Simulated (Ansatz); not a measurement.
## HfO2 under a change: uniaxial strain ε_yy = +2.46 %

Take HfO$_{2}$ (space group Pca2_1, No. 29; a = 5.2289 Å, b = 5.0180 Å, c = 5.0422 Å) as the base. Axes: x, y, z lie along a, b, c of the conventional cell.

Modification: the cell is stretched by 2.46 % along y with no lateral relaxation; the atoms relax in the strained cell.

The values are results of PBEsol (Ansatz, a quantum-chemistry and plane-wave program, PAW, without spin-orbit coupling), earlier PAW set, not measurements. Γ-centred 5×6×5 mesh, Fermi–Dirac width 0.05 eV.

```csv
quantity,base,changed,shift
volume per atom,11.03 Å³,11.30 Å³,+0.27 Å³
energy relative to the base (free energy F),0 meV/atom,+8.3 meV/atom,+8.3 meV/atom
"pressure (mean of the normal stresses, compression positive)",0.00 GPa,-5.39 GPa,-5.39 GPa
band gap (an upper bound: an edge found on the path is not a true extremum; the changed cell),4.36 eV,4.28 eV,-0.08 eV
largest internal atomic displacement,–,0.036 Å,–
"stress (xx, yy, zz, yz, xz, xy; compression positive)",–,"(-3.39, -9.71, -3.07, 0.00, 0.00, 0.00) GPa",–
```

Final structure:

```
CELL_PARAMETERS angstrom
      5.22895     0.00000     0.00000
      0.00000     5.14145     0.00000
      0.00000     0.00000     5.04222
ATOMIC_POSITIONS crystal
  Hf 0.03138 0.26558 0.24910
  Hf 0.96862 0.73442 0.74910
  Hf 0.53138 0.73442 0.24910
  Hf 0.46862 0.26558 0.74910
  O  0.36526 0.06775 0.10547
  O  0.63474 0.93225 0.60547
  O  0.86526 0.93225 0.10547
  O  0.13474 0.06775 0.60547
  O  0.23016 0.53516 0.00143
  O  0.76984 0.46484 0.50143
  O  0.73016 0.46484 0.00143
  O  0.26984 0.53516 0.50143
```

Spin-orbit coupling, missing from the scalar runs, can matter with Hf. Whether these cells are dynamically stable was not tested. This is not the structure that HfO2 has at room temperature and ambient pressure.
